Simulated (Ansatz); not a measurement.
Consider ZrO₂ in the fluorite structure (space group Fm-3m, No. 225).

```
ZrO2
1.0
    0.00000     2.54457     2.54457
    2.54457     0.00000     2.54457
    2.54457     2.54457     0.00000
Zr O
1 2
Cartesian
  0.00000   0.00000   0.00000
  1.27229   1.27229   1.27229
  3.81686   3.81686   3.81686
```

Calculations: DFT with r2SCAN, PAW potentials and a 500 eV plane-wave cutoff in Ansatz (a first-principles code), no SOC, earlier PAW set.

One change was made to it. Results:

| quantity | base | after |
|---|---|---|
| lattice parameter a | 5.089 Å | 5.075 Å |
| band gap | 3.89 eV | 3.91 eV |
| gap character | indirect, X → Γ | indirect, X → Γ |
| hole mass | – | 0.28 mₑ along k, 3.0 mₑ across (at X) |

Question: Name the change that was made.
A. pressure 9 GPa
B. pressure 2.1 GPa
C. pressure 4.5 GPa

Answer: B, pressure 2.1 GPa. For comparison, the lattice parameter a in the other runs: pressure 4.5 GPa gives 5.060 Å; pressure 9 GPa gives 5.034 Å.

Load acts through the strain it causes; cell and atoms are relaxed under it. Masses are band curvatures over ±0.01 Å⁻¹ around the edge. Along k means along the line from Γ to the band edge. Stability against distortions was not tested. Competing high-pressure phases were not computed. This is not the structure that ZrO2 has at room temperature and ambient pressure.
